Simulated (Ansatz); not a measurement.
Levels about the gap of amorphous In24O39W (64 atoms in a cell of 907 Å³, 6.53 g/cm³; zone centre alone, so wide bands show as single levels with stretches between that a denser mesh fills), at the geometry that PBE relaxed, where it gives 0.0 GPa on a denser mesh. The participation number counts the atoms over which a state spreads; weights are charges in smoothed Voronoi cells. The levels come from a single point, so bond lengths are those of that geometry. Method of the levels: r2SCAN, scalar-relativistic without spin-orbit coupling (Ansatz, a quantum-chemistry and plane-wave program). Sampling: the zone centre alone; Fermi-Dirac width 0.02 eV; no spin polarisation. At PBE the levels at the filled edge of the gap are localised (band-tail or defect states).

The cell was made by melting and quenching with the CHGNet potential and then relaxed with DFT. O atoms were pushed apart under 1.9 Å during the dynamics, to hinder bonds among them. The hot cell started wider than the set density and was brought back towards it in steps. It is the lowest in DFT energy of 2 quenches. It is a model cell: composition and starting density were chosen by hand, and all elements were melted together. No dispersion term was used. Its density started from a set value of 6.53 and ended at 6.53 g/cm³. Cooling (nominally 220 K/ps over its main leg) ran many orders faster than in experiment, which tends to leave more defects and strain. A cell of this size samples the disorder only roughly. The volume was held where the preparation left it and the shape relaxed, at a PBE pressure of 0.0 GPa. On a 2×2×2 Γ-centred mesh force components of up to 0.17 eV/Å stay, since the relaxation ran on the zone centre alone.

```json
[
 {"E - E(highest filled), eV": "-0.39", "filling": "filled", "participation number": "14.5", "largest on": "O, 4 neighbours", "weight O": "0.95", "weight W": "0.00", "weight In": "0.05"},
 {"E - E(highest filled), eV": "-0.36", "filling": "filled", "participation number": "15.7", "largest on": "O, 3 neighbours", "weight O": "0.94", "weight W": "0.00", "weight In": "0.06"},
 {"E - E(highest filled), eV": "-0.34", "filling": "filled", "participation number": "13.9", "largest on": "O, 3 neighbours", "weight O": "0.95", "weight W": "0.00", "weight In": "0.05"},
 {"E - E(highest filled), eV": "-0.28", "filling": "filled", "participation number": "16.7", "largest on": "O, 3 neighbours", "weight O": "0.94", "weight W": "0.00", "weight In": "0.06"},
 {"E - E(highest filled), eV": "-0.26", "filling": "filled", "participation number": "19.9", "largest on": "O, 4 neighbours", "weight O": "0.94", "weight W": "0.00", "weight In": "0.05"},
 {"E - E(highest filled), eV": "-0.22", "filling": "filled", "participation number": "13.0", "largest on": "O, 3 neighbours", "weight O": "0.94", "weight W": "0.00", "weight In": "0.06"},
 {"E - E(highest filled), eV": "0.00", "filling": "filled", "participation number": "6.5", "largest on": "O, 3 neighbours", "weight O": "0.93", "weight W": "0.00", "weight In": "0.07"},
 {"E - E(highest filled), eV": "1.05", "filling": "empty", "participation number": "58.9", "largest on": "In, 5 neighbours", "weight O": "0.54", "weight W": "0.00", "weight In": "0.46"},
 {"E - E(highest filled), eV": "2.92", "filling": "empty", "participation number": "4.2", "largest on": "W, 6 neighbours", "weight O": "0.40", "weight W": "0.47", "weight In": "0.13"},
 {"E - E(highest filled), eV": "3.14", "filling": "empty", "participation number": "4.1", "largest on": "W, 6 neighbours", "weight O": "0.42", "weight W": "0.47", "weight In": "0.10"},
 {"E - E(highest filled), eV": "3.39", "filling": "empty", "participation number": "4.2", "largest on": "W, 6 neighbours", "weight O": "0.43", "weight W": "0.46", "weight In": "0.11"},
 {"E - E(highest filled), eV": "3.71", "filling": "empty", "participation number": "20.7", "largest on": "In, 5 neighbours", "weight O": "0.56", "weight W": "0.04", "weight In": "0.40"},
 {"E - E(highest filled), eV": "3.91", "filling": "empty", "participation number": "39.3", "largest on": "In, 5 neighbours", "weight O": "0.58", "weight W": "0.03", "weight In": "0.39"},
 {"E - E(highest filled), eV": "3.96", "filling": "empty", "participation number": "32.8", "largest on": "In, 6 neighbours", "weight O": "0.57", "weight W": "0.07", "weight In": "0.35"}
]
```

Most localised among these is the empty level at +3.14 eV, on a W atom, which has 6 neighbours (O 1.81 Å, O 1.87 Å, O 1.93 Å, O 1.94 Å, O 1.97 Å, O 2.28 Å).
